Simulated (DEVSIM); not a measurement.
Structure: abrupt Si n-p junction, at 300 K.

Layer 1 from the left is Si, thickness (μm) 39.0, Nd (cm⁻³) 1.6e18, τn (s) 8.9e-7, τp (s) 8.9e-7. Layer 2 from the left is Si, thickness (μm) 2.00, Na (cm⁻³) 3.6e15, τn (s) 8.9e-7, τp (s) 8.9e-7.

Left contact: ohmic. Right contact: ohmic. Voltage is applied to the left contact. Recombination: SRH at mid-gap, radiative. Mobility is μmin + (μ − μmin)/(1 + (N/Nref)^α).

This is a model device: material constants are rounded textbook-type values typed into the input, and sizes, dopings and lifetimes were drawn at random. Values at 300 K.

Si: gap (eV) 1.124, affinity (eV) 4.05, permittivity 11.7, Nc (cm⁻³) 2.86e19, Nv (cm⁻³) 3.1e19, μn (cm²/Vs) 1417, μp (cm²/Vs) 470, μn,min 52, μp,min 45, Nref,n 9.7e16, Nref,p 2.2e17, αn 0.68, αp 0.72, B (cm³/s) 4.7e-15.

Q: Estimate by hand the built-in potential, the peak field at zero bias, the capacitance at 3 V, and compare with a numerical solution.

A: 
- Built-in potential: ni = √(Nc Nv) exp(−Eg/2kT) = 1.08e10 cm⁻³ with Eg = 1.124 eV; Vbi = kT/q ln(Na Nd/ni²) = 0.815 V; numerical 0.815 V.
- Peak field at zero bias: depletion approximation: W = √(2εVbi/(qN)) = 0.542 μm with N = 3.59e15 cm⁻³; field = 2Vbi/W = 30100 V/cm; numerical 72700 V/cm (estimate below by 59 %).
- Capacitance at 3 V: C = √(qεN / 2(Vbi + |V|)) = 8.84 nF/cm²; numerical 8.93 nF/cm² (estimate below by 1.0 %).

DEVSIM, 1D drift-diffusion, Boltzmann statistics, complete ionisation; no tunnelling, impact ionisation, image-force lowering or self-heating.
